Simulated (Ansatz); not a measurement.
Levels about the gap of amorphous Ti$_{10}$Al$_{12}$O$_{38}$ (60 atoms in a cell of 711 Å³, 3.29 g/cm³; zone centre alone, so wide bands show as single levels with stretches between that a denser mesh fills), at the geometry that PBE relaxed, where it gives 0.1 GPa on a denser mesh. Exact exchange is cut at the faces of this small cell, which leaves a finite-size error. The participation number counts the atoms over which a state spreads; weights are charges in smoothed Voronoi cells. The levels come from a single point, so bond lengths are those of that geometry. Method of the levels: HSE06, scalar-relativistic without spin-orbit coupling (Ansatz, a program for electronic structure). Sampling: the zone centre alone; Fermi-Dirac width 0.02 eV; no spin polarisation. At PBE the levels at both edges of the gap are localised (band-tail or defect states), and the nearest spread-out levels lie 3.2 eV apart at the zone centre.

The cell was made by melting and quenching with the CHGNet potential and then relaxed with DFT. O atoms were pushed apart under 1.9 Å during the dynamics, to hinder bonds among them. The hot cell started wider than the set density and was brought back towards it in steps. It is the lowest in DFT energy of 2 quenches. It is a model cell: composition and starting density were chosen by hand, and all elements were melted together. No dispersion term was used. Its density started from a set value of 3.31 and ended at 3.29 g/cm³. Cooling (nominally 140 K/ps over its main leg) ran many orders faster than in experiment, which tends to leave more defects and strain. A cell of this size samples the disorder only roughly. The volume was free in the relaxation, at fixed shape. Stress components on the final sampling reach 1.6 GPa.

| E - E(highest filled), eV | filling | participation number | largest on | weight O | weight Ti | weight Al |
|---|---|---|---|---|---|---|
| -0.50 | filled | 18.2 | O, 3 neighbours | 0.95 | 0.03 | 0.02 |
| -0.44 | filled | 8.2 | O, 3 neighbours | 0.94 | 0.04 | 0.02 |
| -0.41 | filled | 16.8 | O, 2 neighbours | 0.94 | 0.04 | 0.02 |
| -0.33 | filled | 17.8 | O, 3 neighbours | 0.93 | 0.05 | 0.02 |
| -0.29 | filled | 9.8 | O, 3 neighbours | 0.94 | 0.03 | 0.02 |
| -0.15 | filled | 12.8 | O, 3 neighbours | 0.95 | 0.03 | 0.02 |
| 0.00 | filled | 7.1 | O, 2 neighbours | 0.92 | 0.07 | 0.01 |
| 4.09 | empty | 3.6 | Ti, 6 neighbours | 0.18 | 0.80 | 0.02 |
| 4.43 | empty | 2.4 | Ti, 6 neighbours | 0.20 | 0.79 | 0.01 |
| 4.57 | empty | 5.0 | Ti, 6 neighbours | 0.18 | 0.79 | 0.03 |
| 4.72 | empty | 3.9 | Ti, 6 neighbours | 0.22 | 0.75 | 0.02 |
| 4.76 | empty | 3.3 | Ti, 6 neighbours | 0.22 | 0.76 | 0.02 |
| 4.81 | empty | 4.6 | Ti, 5 neighbours | 0.19 | 0.79 | 0.02 |
| 4.87 | empty | 9.1 | Ti, 5 neighbours | 0.19 | 0.79 | 0.01 |

Most localised among these is the empty level at +4.43 eV, on a Ti atom, which has 6 neighbours (O 1.88 Å, O 1.91 Å, O 1.96 Å, O 1.98 Å, O 2.03 Å, O 2.21 Å).
